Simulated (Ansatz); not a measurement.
## How a calculation on CsPbBr3 (Pnma, 20 atoms in the cell) responds to its settings

```
CELL_PARAMETERS angstrom
      8.38791     0.00000     0.00000
      0.00000    11.78626     0.00000
      0.00000     0.00000     8.03789
ATOMIC_POSITIONS crystal
  Cs 0.43984 0.25000 0.51945
  Cs 0.56016 0.75000 0.48055
  Cs 0.06016 0.75000 0.01945
  Cs 0.93984 0.25000 0.98055
  Pb 0.00000 0.50000 0.50000
  Pb 0.50000 0.50000 0.00000
  Pb 0.50000 0.00000 0.00000
  Pb 0.00000 0.00000 0.50000
  Br 0.99374 0.75000 0.55967
  Br 0.00626 0.25000 0.44033
  Br 0.50626 0.25000 0.05967
  Br 0.49374 0.75000 0.94033
  Br 0.20102 0.03170 0.80279
  Br 0.79898 0.96830 0.19721
  Br 0.29898 0.96830 0.30279
  Br 0.70102 0.03170 0.69721
  Br 0.70102 0.46830 0.69721
  Br 0.29898 0.53170 0.30279
  Br 0.79898 0.53170 0.19721
  Br 0.20102 0.46830 0.80279
```

Base run A: PBE, PAW files (Ansatz, an electronic-structure program), self-consistent single point.

Its settings: kpoints.mp_grid.grid = 2 1 2; hamiltonian.xc = pbe; hamiltonian.pseudopotentials = {kind: paw} (the program's default PAW files); scf.occupations.method = fermi_dirac; scf.occupations.width = 0.01 eV.

The starting cell comes from a database of computed structures (which also holds hypothetical and non-ambient phases and stackings), without a prior relaxation at this level. Its lattice was rescaled by a random factor within 2.5 % of one. Spin-orbit coupling is off. Ansatz's pressure includes its estimate of the finite-basis (Pulay) stress.

ΔF is the free energy per atom less that of run A. 

Run A gave: pressure (GPa) 1.57; largest force (eV/Å) 0.245; gap on the mesh (eV) 1.926; iterations 8.

Runs:
- B: scf.mixing.preconditioner: default (the program chose Resta) → none
- C: scf.mixing.preconditioner: default (the program chose Resta) → kerker
- D: scf.mixing.preconditioner: default (the program chose Resta) → kerker_dos
- E: scf.mixing.preconditioner: default (the program chose Resta) → resta; scf.mixing.eps_inf: default → 5
- F: scf.mixing.preconditioner: default (the program chose Resta) → ldos
- G: scf.mixing.preconditioner: default (the program chose Resta) → local_kerker
- H: scf.mixing.preconditioner: default (the program chose Resta) → kerker; scf.mixing.q_tf: default → 0.2
- I: scf.mixing.preconditioner: default (the program chose Resta) → kerker; scf.mixing.q_tf: default → 0.5
- J: scf.mixing.preconditioner: default (the program chose Resta) → kerker; scf.mixing.q_tf: default → 1.5

Task: Which runs reach the base run's state, and which is quickest in iterations?

Result: Runs B, C, D, E, F, G, H, I, J gave the same state as A (within 1 meV/atom). The fewest iterations to that state were 8 (A, B, D, G, H, I); the most were 11.

```
run  ΔF (meV/atom)  pressure (GPa)  largest force (eV/Å)  gap on the mesh (eV)  iterations
---  -------------  --------------  --------------------  --------------------  ----------
A             0.00            1.57                 0.245                 1.926           8
B             0.00            1.57                 0.245                 1.926           8
C             0.00            1.57                 0.245                 1.926          11
D             0.00            1.57                 0.245                 1.926           8
E             0.00            1.57                 0.245                 1.926           9
F             0.00            1.57                 0.245                 1.926           9
G             0.00            1.57                 0.245                 1.926           8
H             0.00            1.57                 0.245                 1.926           8
I             0.00            1.57                 0.245                 1.926           8
J             0.00            1.57                 0.245                 1.926           9
```

Keys are those of Ansatz 0.2.
